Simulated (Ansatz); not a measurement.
System: LiH (model structure, within 0.1 Å of P6₃/mmc, No. 194, 4 atoms in the cell). Method: r²SCAN+rVV10 (Ansatz, a program for electronic structure, PAW).

Run with plane-wave cutoff 560 eV, 12×12×8 k mesh (along the axes of the cell as run), Fermi–Dirac smearing 0.01 eV, scalar-relativistic PAW data made under PBE.

Cell (relaxed at this level):

```xyz
4
Lattice="3.2482 0.0000 0.0000 -1.6241 2.8130 0.0000 0.0000 0.0000 4.0596" Properties=species:S:1:pos:R:3 pbc="T T T"
Li     1.6241     0.9377     0.2528
Li     0.0000     1.8754     2.2825
H      1.6241     0.9377     2.2853
H      0.0000     1.8754     0.2555
```

Problem. Estimate the band gap and smallest direct gap on the k points sampled that the calculation returns.

Solution. 
- band gap = 2.28 eV (indirect)
- smallest direct gap on the k points sampled = 3.62 eV

A model structure was made by putting elements into a prototype or built by hand; it is no filed structure, need not be a known phase, and can be a saddle point held by its symmetry.
